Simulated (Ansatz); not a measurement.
**ScCu2: response to strain**

Consider ScCu₂ (space group I4/mmm, No. 139; a = 3.2515 Å, c = 8.2424 Å; a cell from a computed database, its experimental status unchecked). Axes: x, y, z lie along a, b, c of the conventional cell.

Strains are applied to the cell and any free atomic positions relax; under biaxial strain the out-of-plane vector relaxes too; under stress the whole cell relaxes.

The values are results of Kohn–Sham DFT with the PBEsol functional, run in Ansatz (a quantum-chemistry and plane-wave program) with PAW and 420 eV plane waves, no SOC, not measurements.

Notes on the quantities. energy relative to the base: free energy F; pressure: mean of the normal stresses, compression positive.

```json
[
 {"change": "base", "energy relative to the base": "0 meV/atom", "volume per atom": "14.52 Å³", "pressure": "0.0 GPa", "space group": "I4/mmm (No. 139)"},
 {"change": "biaxial strain +0.87 %, plane normal [001], relaxed out of plane", "energy relative to the base": "+1.1 meV/atom", "volume per atom": "14.66 Å³", "pressure": "-0.9 GPa", "space group": "I4/mmm (No. 139)"},
 {"change": "isotropic strain −3.62 %", "energy relative to the base": "+70 meV/atom", "volume per atom": "13.00 Å³", "pressure": "16.3 GPa", "space group": "I4/mmm (No. 139)"},
 {"change": "isotropic strain +2.84 %", "energy relative to the base": "+35 meV/atom", "volume per atom": "15.80 Å³", "pressure": "-8.1 GPa", "space group": "I4/mmm (No. 139)"},
 {"change": "uniaxial strain ε_xx = −3.62 %", "energy relative to the base": "+8.9 meV/atom", "volume per atom": "14.00 Å³", "pressure": "4.5 GPa", "space group": "Immm (No. 71)"},
 {"change": "uniaxial strain ε_xx = +2.47 %", "energy relative to the base": "+3.8 meV/atom", "volume per atom": "14.88 Å³", "pressure": "-2.6 GPa", "space group": "Immm (No. 71)"},
 {"change": "uniaxial strain ε_yy = +2.70 %", "energy relative to the base": "+4.6 meV/atom", "volume per atom": "14.92 Å³", "pressure": "-2.8 GPa", "space group": "Immm (No. 71)"},
 {"change": "uniaxial strain ε_yy = +3.85 %", "energy relative to the base": "+9.2 meV/atom", "volume per atom": "15.08 Å³", "pressure": "-3.9 GPa", "space group": "Immm (No. 71)"},
 {"change": "tensor shear ε_xy = −0.55 %", "energy relative to the base": "+0.6 meV/atom", "volume per atom": "14.52 Å³", "pressure": "0.0 GPa", "space group": "Fmmm (No. 69)"},
 {"change": "uniaxial stress, 3 GPa compression along z", "energy relative to the base": "___", "volume per atom": "___", "pressure": "–", "space group": "I4/mmm (No. 139)"}
]
```

Task: Complete the table.

Result: 
- uniaxial stress, 3 GPa compression along z, energy relative to the base: +2.9 meV/atom
- uniaxial stress, 3 GPa compression along z, volume per atom: 14.43 Å³

Without a gap, meshes like the base's 20×20×20 leave anisotropic stresses uncertain by several tenths of a GPa, and small strain energies with them. Stability under load was not tested beyond the relaxation. The final runs are not spin-polarised.
